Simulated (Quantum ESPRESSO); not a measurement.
Worked example: self-consistent single point of Ta2Ni3Ge (P6_3/mmc, 12 atoms in the cell) in Quantum ESPRESSO.

Method of the run: BLYP, PSlibrary ultrasoft (PBE) pseudopotentials (plane waves; Quantum ESPRESSO 7.5).

```
CELL_PARAMETERS angstrom
      4.80233     0.00000     0.00000
     -2.40117     4.15894     0.00000
      0.00000     0.00000     7.59851
ATOMIC_POSITIONS crystal
  Ta 0.66667 0.33333 0.94157
  Ta 0.33333 0.66667 0.05843
  Ta 0.33333 0.66667 0.44157
  Ta 0.66667 0.33333 0.55843
  Ni 0.17145 0.34290 0.75000
  Ni 0.82855 0.65710 0.25000
  Ni 0.82855 0.17145 0.25000
  Ni 0.17145 0.82855 0.75000
  Ni 0.65710 0.82855 0.75000
  Ni 0.34290 0.17145 0.25000
  Ge 0.00000 0.00000 0.00000
  Ge 0.00000 0.00000 0.50000
```
Moments meant for the start (each program seeds them in its own way; μB, in the order of the atoms Ta Ta Ta Ta Ni Ni Ni Ni Ni Ni Ge Ge): 1.0 1.0 1.0 1.0 0.0 0.0 0.0 0.0 0.0 0.0 0.0 0.0.

Reference input (self-consistent single point, DFT, LDA (PZ), plane waves, PSlibrary ultrasoft (LDA) pseudopotentials): ecutwfc = 50 Ry; ecutrho = 300 Ry; occupations = smearing; smearing = marzari-vanderbilt; degauss = 0.019992 Ry; nspin = 2; K_POINTS = automatic 6 6 3 0 0 0; conv_thr = 1e-10 Ry; mixing_beta = 0.4. This run's input differs from it in these lines:

```diff
@@ -20,2 +20,3 @@
  starting_magnetization(1) = 0.077
+ input_dft = 'blyp'
 /
@@ -26,5 +27,5 @@
 ATOMIC_SPECIES
-Ta   180.9479  Ta.pz-spn-rrkjus_psl.1.0.0.UPF
-Ni    58.6934  Ni.pz-n-rrkjus_psl.1.0.0.UPF
-Ge    72.6300  Ge.pz-n-rrkjus_psl.1.0.0.UPF
+Ta   180.9479  Ta.pbe-spn-rrkjus_psl.1.0.0.UPF
+Ni    58.6934  Ni.pbe-n-rrkjus_psl.1.0.0.UPF
+Ge    72.6300  Ge.pbe-n-rrkjus_psl.1.0.0.UPF
 ATOMIC_POSITIONS {angstrom}
```

The program printed (abridged):

```
     Self-consistent Calculation

     iteration #  1     ecut=    50.00 Ry     beta= 0.40

     total energy              =   -1183.56901476 Ry
     estimated scf accuracy    <       4.14112437 Ry

     total magnetization       =     1.71 Bohr mag/cell
     absolute magnetization    =     1.73 Bohr mag/cell

     iteration #  2     ecut=    50.00 Ry     beta= 0.40

     total energy              =   -1181.28983652 Ry
     estimated scf accuracy    <      57.73459380 Ry

     total magnetization       =     0.90 Bohr mag/cell
     absolute magnetization    =     1.09 Bohr mag/cell

     iteration #  3     ecut=    50.00 Ry     beta= 0.40

   [... lines left out ...]
     atom   2 (R=0.232)  charge= 10.3145  magn=  0.0000
     atom   3 (R=0.232)  charge= 10.3145  magn=  0.0000
     atom   4 (R=0.232)  charge= 10.3145  magn=  0.0000
     atom   5 (R=0.200)  charge=  8.5178  magn= -0.0000
     atom   6 (R=0.200)  charge=  8.5178  magn= -0.0000
     atom   7 (R=0.200)  charge=  8.5178  magn= -0.0000
     atom   8 (R=0.200)  charge=  8.5178  magn= -0.0000
     atom   9 (R=0.200)  charge=  8.5178  magn= -0.0000
     atom  10 (R=0.200)  charge=  8.5178  magn= -0.0000
     atom  11 (R=0.204)  charge=  1.9205  magn= -0.0000
     atom  12 (R=0.204)  charge=  1.9205  magn= -0.0000
     End of self-consistent calculation

     the Fermi energy is    17.9717 ev

!    total energy              =   -1185.68267308 Ry
     estimated scf accuracy    <          3.1E-11 Ry
     smearing contrib. (-TS)   =      -0.00868540 Ry
     internal energy E=F+TS    =   -1185.67398768 Ry

     total magnetization       =     0.00 Bohr mag/cell
     absolute magnetization    =     0.00 Bohr mag/cell

     convergence has been achieved in  21 iterations

     Forces acting on atoms (cartesian axes, Ry/au):

     atom    1 type  1   force =    -0.00000000   -0.00000000   -0.00542767
     atom    2 type  1   force =     0.00000000    0.00000000    0.00542767
     atom    3 type  1   force =     0.00000000   -0.00000000   -0.00542767
     atom    4 type  1   force =    -0.00000000   -0.00000000    0.00542767
   [... lines left out ...]

     Total force =     0.012256     Total SCF correction =     0.000006

          total   stress  (Ry/bohr**3)                   (kbar)     P=      254.16
   0.00170517   0.00000000  -0.00000000          250.84        0.00       -0.00
   0.00000000   0.00170517   0.00000000            0.00      250.84        0.00
  -0.00000000   0.00000000   0.00177279           -0.00        0.00      260.79

   JOB DONE.
```

The run converged in 21 iterations. Against the reference run the pressure goes from 0.11 to 25.42 GPa and the largest force goes from 0.027 to 0.140 eV/Å.

The starting cell comes from a database of computed structures (which also holds hypothetical and non-ambient phases and stackings), without a prior relaxation at this level. Its lattice was rescaled by a random factor within 2.5 % of one. The starting moments vanished: the run ended non-magnetic, which need not be the lowest state. With a pressure of about 25 GPa the cell is away from its equilibrium volume at this level.

Cost on one core of a shared machine: roughly 10 min.
